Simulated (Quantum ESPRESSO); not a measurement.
Density of states of YMgAu (P-62m, 9 atoms in the cell).

```xyz
9
Lattice="7.5755 0.0000 0.0000 -3.7877 6.5606 0.0000 0.0000 0.0000 4.0941" Properties=species:S:1:pos:R:3 pbc="T T T"
Y      4.4552     0.0000     0.0000
Y      1.5601     2.7022     0.0000
Y     -2.2276     3.8583     0.0000
Mg     1.8590     0.0000     2.0471
Mg     2.8582     4.9506     2.0471
Mg    -0.9295     1.6100     2.0471
Au     0.0000     4.3737     2.0471
Au     3.7878     2.1869     2.0471
Au     0.0000     0.0000     0.0000
```

Level of theory: PBEsol, GBRV 1.5 ultrasoft (PBESOL) pseudopotentials (plane waves; Quantum ESPRESSO 7.5).

SCF settings: ecutwfc = 40 Ry; ecutrho = 320 Ry; occupations = smearing; smearing = fd; degauss = 0.0073499 Ry; potentials = {Y: y_pbesol_v1.4.uspp.F.UPF, Mg: mg_pbesol_v1.4.uspp.F.UPF, Au: au_pbesol_v1.uspp.F.UPF}; K_POINTS = automatic 3 3 5 0 0 0; conv_thr = 1e-09 Ry; mixing_beta = 0.5. Keys of the DOS step: nscf.calculation = nscf; nscf.verbosity = high; nscf.nbnd = 58; nscf.startingwfc = random; nscf.diago_thr_init = 1e-06; nscf.diagonalization = cg; nscf.K_POINTS = automatic 6 6 9 0 0 0; dos.x.fildos = dos.dat; dos.x.Emin = -15 eV; dos.x.Emax = 30 eV; dos.x.DeltaE = 0.05 eV; dos.x.ngauss = 0; dos.x.degauss = 0.02205 Ry.

The starting cell comes from a database of computed structures (which also holds hypothetical and non-ambient phases and stackings), without a prior relaxation at this level. Spin-orbit coupling is off.

Total DOS (both spins), as means of the tabulated values in each energy bin; the zero is the program's Fermi level or highest filled level, and the curve is cut to this window:

(E (eV), states/eV/cell): (-7.80, 0.01); (-7.40, 0.17); (-7.00, 0.79); (-6.60, 1.20); (-6.20, 1.47); (-5.80, 3.81); (-5.40, 11.4); (-5.00, 30.6); (-4.60, 27.8); (-4.20, 7.85); (-3.80, 1.71); (-3.40, 0.70); (-3.00, 1.59); (-2.60, 2.25); (-2.20, 3.68); (-1.80, 3.08); (-1.40, 2.83); (-1.00, 3.38); (-0.60, 5.04); (-0.20, 6.99); (0.20, 6.74); (0.60, 5.42); (1.00, 5.34); (1.40, 7.49); (1.80, 6.26)

Around zero the curve holds about 7.2 states/eV/cell.
